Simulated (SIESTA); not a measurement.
Input and output of a relaxation of cell and atoms for CdPdF6 (P1, 8 atoms in the cell) (SIESTA).

Method: LDA PW92, numerical atomic orbitals DZP, PseudoDojo LDA standard norm-conserving potentials (rewritten from UPF to PSML) in SIESTA.

```xyz
8
Lattice="2.5284 1.4598 4.8351 -2.5284 1.4598 4.8351 0.0000 -2.9195 4.8351" Properties=species:S:1:pos:R:3 pbc="T T T"
Cd     0.0704    -0.0222     7.2281
Pd     0.0231     0.0405     0.0081
F      0.8864    -1.6207     5.9494
F     -0.8876     1.6340     8.5147
F      0.9156     1.5424     5.9693
F     -0.9856    -1.5705     8.5880
F     -1.8390     0.0459     5.9539
F      1.8165    -0.0493     8.5569
```

Reference input (self-consistent single point, DFT, LDA PW92, numerical atomic orbitals DZP, PseudoDojo LDA standard norm-conserving potentials (rewritten from UPF to PSML)): XC.functional = LDA; XC.authors = PW92; potentials = PseudoDojo LDA standard; PAO.BasisSize = DZP; PAO.EnergyShift = 0.01 Ry; MeshCutoff = 350 Ry; kgrid.MonkhorstPack = 3 3 3; OccupationFunction = FD; ElectronicTemperature = 10 K; MaxSCFIterations = 150; SCF.Mixer.Method = Pulay; SCF.Mixer.Weight = 0.25. This run's input differs from it in these lines:

```diff
@@ -48,2 +48,7 @@
 Diag.ParallelOverK           true
+MD.TypeOfRun                 Broyden
+MD.Steps                     40
+MD.MaxForceTol               0.02 eV/Ang
+MD.VariableCell              true
+MD.MaxStressTol              0.05 GPa
 WriteForces                  true
```

Output, abridged:

```
        iscf     Eharris(eV)        E_KS(eV)     FreeEng(eV)     dDmax    Ef(eV) dHmax(eV)
   scf:    1   -12413.885082   -12435.292487   -12435.292487  1.583157 -4.239098 18.227180
   scf:    2   -12448.797180   -12446.172417   -12446.172417  0.476156 -6.401458  6.844845
   scf:    3   -12447.164838   -12446.758966   -12446.758966  0.142178 -6.440029  2.777760
   scf:    4   -12446.978729   -12446.898166   -12446.898166  0.093048 -6.115120  0.343180
   scf:    5   -12446.913404   -12446.909152   -12446.909152  0.020803 -6.293174  0.192572
   [... 5 lines left out ...]
   scf:   11   -12446.912242   -12446.912242   -12446.912242  0.000049 -6.262351  0.000244
   scf:   12   -12446.912242   -12446.912242   -12446.912242  0.000021 -6.262413  0.000121
   scf:   13   -12446.912242   -12446.912242   -12446.912242  0.000011 -6.262454  0.000044
   scf:   14   -12446.912242   -12446.912242   -12446.912242  0.000002 -6.262470  0.000017
SCF Convergence by DM+H criterion
max |DM_out - DM_in|         :     0.0000022190
max |H_out - H_in|      (eV) :     0.0000167812
SCF cycle converged after 14 iterations

Using DM_out to compute the final energy and forces

siesta: E_KS(eV) =           -12446.9122

siesta: E_KS - E_eggbox =    -12446.9122

siesta: Atomic forces (eV/Ang):
     1   -0.581516    0.120079    0.271982
     2   -2.131105   -2.030026    0.067205
     3    0.370600    0.498984    0.480547
     4    0.527657    0.365150    0.266025
     5    0.716693    0.220079   -0.365064
     6    0.840231    0.250021   -0.712679
     7    0.138488    0.333980    0.061981
     8    0.122061    0.236949   -0.069990
   Tot    0.003110   -0.004782    0.000007
   Max    2.131105
   Res    0.718092    sqrt( Sum f_i^2 / 3N )
   Max    2.131105    constrained

   [... lines left out ...]
siesta: Pressure (static):       -107.24662308  kBar
siesta: Pressure (total):       -107.24662308  kBar
No target stress found, assuming hydrostatic MD.TargetPressure.
Target stress (kBar)
outcell: Cell volume (Ang**3)        :     91.0580
        iscf     Eharris(eV)        E_KS(eV)     FreeEng(eV)     dDmax    Ef(eV) dHmax(eV)
siesta: Pressure (static):          0.00997664  kBar
siesta: Pressure (total):          0.00997664  kBar
outcell: Cell volume (Ang**3)        :     91.0580
siesta: FreeEng =    -12447.739989
   [... lines left out ...]
siesta:    -0.000184    0.000101    0.000011
siesta:     0.000101   -0.000137   -0.000027
siesta:     0.000011   -0.000027    0.000302

siesta: Cell volume =         91.057968 Ang**3

siesta: Pressure (static):
siesta:                Solid            Molecule  Units
siesta:           0.00000007          0.00000081  Ry/Bohr**3
siesta:           0.00000623          0.00007452  eV/Ang**3
siesta:           0.00997664          0.11938722  kBar
```

The run converged. 

Summary of the result:
* **Free energy E − TS**: -12447.7400 eV
* **Top of the valence band (on the code's own zero)**: -6.94 eV
* **Gap on the k-point mesh**: 1.86 eV
* **Pressure**: 0.00 GPa
* **Largest force (vector length)**: 0.006 eV/Å
* **Final cell**: a = 5.367 Å, b = c = 5.365 Å, α = 52.88°, β = 52.94°, γ = 52.89°
* **Final volume per atom**: 11.38 Å³
* **Relaxation steps**: 25

The starting cell comes from a database of computed structures (which also holds hypothetical and non-ambient phases and stackings), without a prior relaxation at this level. Its atoms were displaced at random from the sites of space group no. 148. Values carry the incompleteness of an atom-centred basis.

Cost on one core of a shared machine: roughly 3 min.
